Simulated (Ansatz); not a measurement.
The starting structures come from a database of crystals and need not be the phases stable at ambient conditions.

 Where the default PAW files enter, the runs use the earlier of Ansatz's two default sets.

By PBEsol, the system below comes out a metal.

Given:

```
CELL_PARAMETERS angstrom
      6.63320     0.00000     0.00000
      0.00000     6.63320     0.00000
      0.00000     0.00000     3.29676
ATOMIC_POSITIONS crystal
  Si 0.86576 0.36576 0.00000
  Si 0.13424 0.63424 0.00000
  Si 0.63424 0.86576 0.00000
  Si 0.36576 0.13424 0.00000
  Mo 0.50000 0.50000 0.00000
  Mo 0.00000 0.00000 0.00000
  Mo 0.33874 0.83874 0.50000
  Mo 0.66126 0.16126 0.50000
  Mo 0.16126 0.33874 0.50000
  Mo 0.83874 0.66126 0.50000
```

Space group of this cell: P4/mbm. The cell is taken as given; by PBEsol its mean pressure is -6.9 GPa.

The current flows along the normal of the first two printed cell vectors, the (001) plane of the conventional cell. No spin-orbit coupling; the value is a mean over 0.1 eV about the Fermi level.

Q: Compute, with PBEsol (Ansatz, a first-principles code), the ballistic conductance per area.

A: 0.68 × 10¹⁵ S/m² for both spins.
